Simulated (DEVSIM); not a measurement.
Device: abrupt Si p-n junction, at 400 K.

Layer 1 from the left is Si, thickness (μm) 54.0, Na (cm⁻³) 2.5e16, τn (s) 1.8e-7, τp (s) 1.8e-7. Layer 2 from the left is Si, thickness (μm) 1.20, Nd (cm⁻³) 3.2e15, τn (s) 1.8e-7, τp (s) 1.8e-7.

Left contact: ohmic. Right contact: ohmic. Voltage is applied to the left contact. Recombination: SRH at mid-gap. Mobility is constant in doping.

Constants are typed, rounded textbook-type inputs, not results; the design itself was drawn at random and stands for no fabricated device. Values at 300 K; Nc and Nv go as T^1.5, mobilities as T to minus their exponent, the gap by Varshni's rule with the affinity fixed.

Si: gap (eV) 1.124, affinity (eV) 4.05, permittivity 11.7, Nc (cm⁻³) 2.86e19, Nv (cm⁻³) 3.1e19, μn (cm²/Vs) 1417, μp (cm²/Vs) 470, T exponent of μn 2.3, T exponent of μp 2.2, Varshni α (eV/K) 0.000473, Varshni β (K) 636.

Task: Estimate by hand the built-in potential, the peak field at zero bias, the capacitance at -0.5 V, and compare with a numerical solution.

Result: 
- Built-in potential: ni = √(Nc Nv) exp(−Eg/2kT) = 5.68e12 cm⁻³ with Eg = 1.096 eV; Vbi = kT/q ln(Na Nd/ni²) = 0.508 V; numerical 0.508 V.
- Peak field at zero bias: depletion approximation: W = √(2εVbi/(qN)) = 0.481 μm with N = 2.84e15 cm⁻³; field = 2Vbi/W = 21100 V/cm; numerical 20200 V/cm (estimate above by 4.5 %).
- Capacitance at -0.5 V: C = √(qεN / 2(Vbi + |V|)) = 15.3 nF/cm²; numerical 15.8 nF/cm² (estimate below by 3.4 %).

DEVSIM, 1D drift-diffusion, Boltzmann statistics, complete ionisation; no tunnelling, impact ionisation, image-force lowering or self-heating.
